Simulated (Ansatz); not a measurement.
System: Be5Au (F-43m, No. 216). Method: r²SCAN-D4 in Ansatz (PAW).

Run with plane-wave cutoff 560 eV, 16×16×16 k mesh, Fermi–Dirac smearing 0.05 eV, scalar-relativistic PAW data made under PBE.

Computed at the level's own relaxed cell.

### Question
Give the computed equilibrium volume per atom, bulk modulus B0, lattice parameter a and pressure derivative B′ of the bulk modulus.

### Answer

- equilibrium volume per atom = 9.37 Å³/atom
- bulk modulus B0 = 147 GPa
- lattice parameter a = 6.082 Å
- pressure derivative B′ of the bulk modulus = 3.9

The run finds no gap.

Spin–orbit coupling is not included; it can shift volumes and moduli of such heavy elements.

Computing time: roughly 10 core-minutes.

Ansatz is a program for electronic structure.
